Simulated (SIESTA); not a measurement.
SIESTA run on Na3YI6 (Fm-3m, 10 atoms in the cell): self-consistent single point.

Computed with SIESTA with GGA PBEsol, numerical atomic orbitals DZ, PseudoDojo PBEsol standard norm-conserving potentials (rewritten from UPF to PSML).

```xyz
10
Lattice="0.0000 6.1078 6.1078 6.1078 0.0000 6.1078 6.1078 6.1078 0.0000" Properties=species:S:1:pos:R:3 pbc="T T T"
Na     9.1617     9.1617     9.1617
Na     3.0539     3.0539     3.0539
Na     6.1078     6.1078     6.1078
Y      0.0000     0.0000     0.0000
I      3.0078     6.1078     6.1078
I      9.2077     6.1078     6.1078
I      6.1078     3.0078     6.1078
I      6.1078     9.2077     6.1078
I      6.1078     6.1078     3.0078
I      6.1078     6.1078     9.2077
```

Reference input (self-consistent single point, DFT, GGA PBEsol, numerical atomic orbitals DZP, PseudoDojo PBEsol standard norm-conserving potentials (rewritten from UPF to PSML)): XC.functional = GGA; XC.authors = PBEsol; potentials = PseudoDojo PBEsol standard; PAO.BasisSize = DZP; PAO.EnergyShift = 0.01 Ry; MeshCutoff = 350 Ry; kgrid.MonkhorstPack = 3 3 3 shifted by 0.5 0.5 0.5; OccupationFunction = FD; ElectronicTemperature = 10 K; MaxSCFIterations = 150; SCF.Mixer.Method = Broyden; SCF.Mixer.Weight = 0.2. This run's input differs from it in these lines:

```diff
@@ -33,3 +33,3 @@
 XC.authors                   PBEsol
-PAO.BasisSize                DZP
+PAO.BasisSize                DZ
 PAO.EnergyShift              0.01 Ry
```

The program printed (abridged):

```
        iscf     Eharris(eV)        E_KS(eV)     FreeEng(eV)     dDmax    Ef(eV) dHmax(eV)
   scf:    1    -6951.918092    -6943.243235    -6943.243235  1.648165 -3.608064  4.962326
   scf:    2    -6944.463229    -6943.933388    -6943.933388  0.072742 -3.919769  2.678776
   scf:    3    -6944.181991    -6944.143129    -6944.143129  0.060733 -4.416594  1.632259
   scf:    4    -6943.911216    -6944.081157    -6944.081157  0.075778 -3.271400  1.586669
   scf:    5    -6944.195055    -6944.166988    -6944.166988  0.041781 -3.272916  0.150484
   [... 3 lines left out ...]
   scf:    9    -6944.167814    -6944.167816    -6944.167816  0.000068 -3.364174  0.029973
   scf:   10    -6944.167848    -6944.167843    -6944.167843  0.000748 -3.364425  0.002329
   scf:   11    -6944.167843    -6944.167843    -6944.167843  0.000060 -3.364443  0.001242
   scf:   12    -6944.167843    -6944.167843    -6944.167843  0.000019 -3.364458  0.000749
SCF Convergence by DM+H criterion
max |DM_out - DM_in|         :     0.0000192571
max |H_out - H_in|      (eV) :     0.0007485435
SCF cycle converged after 12 iterations

Using DM_out to compute the final energy and forces

siesta: E_KS(eV) =            -6944.1678

siesta: E_KS - E_eggbox =     -6944.1678

siesta: Atomic forces (eV/Ang):
     1    0.000218    0.000218    0.000218
     2   -0.000219   -0.000219   -0.000219
     3    0.000000    0.000000    0.000000
     4    0.000000    0.000000    0.000000
     5   -0.194721    0.000838    0.000838
     6    0.194721   -0.000838   -0.000838
     7    0.000838   -0.194721    0.000838
     8   -0.000838    0.194721   -0.000838
     9    0.000838    0.000838   -0.194721
    10   -0.000838   -0.000838    0.194721
   Tot   -0.000000   -0.000000   -0.000000
   Max    0.194721
   [... lines left out ...]
siesta: FreeEng =     -6944.167843
   [... lines left out ...]
siesta:     0.013881   -0.000041   -0.000041
siesta:    -0.000041    0.013881   -0.000041
siesta:    -0.000041   -0.000041    0.013881

siesta: Cell volume =        455.704536 Ang**3

siesta: Pressure (static):
siesta:                Solid            Molecule  Units
siesta:          -0.00015119         -0.00018007  Ry/Bohr**3
siesta:          -0.01388119         -0.01653331  eV/Ang**3
siesta:         -22.24011028        -26.48927658  kBar
```

The run converged in 12 iterations. Against the reference run the pressure hardly changes (-2.18 to -2.22 GPa), the largest force goes from 0.138 to 0.195 eV/Å and the gap on the mesh goes from 2.643 to 2.608 eV.

The starting cell comes from a database of computed structures (which also holds hypothetical and non-ambient phases and stackings), without a prior relaxation at this level. Spin-orbit coupling is off. Values carry the incompleteness of an atom-centred basis. The shifted mesh does not hold Γ, so a gap read on it misses any band edge there.
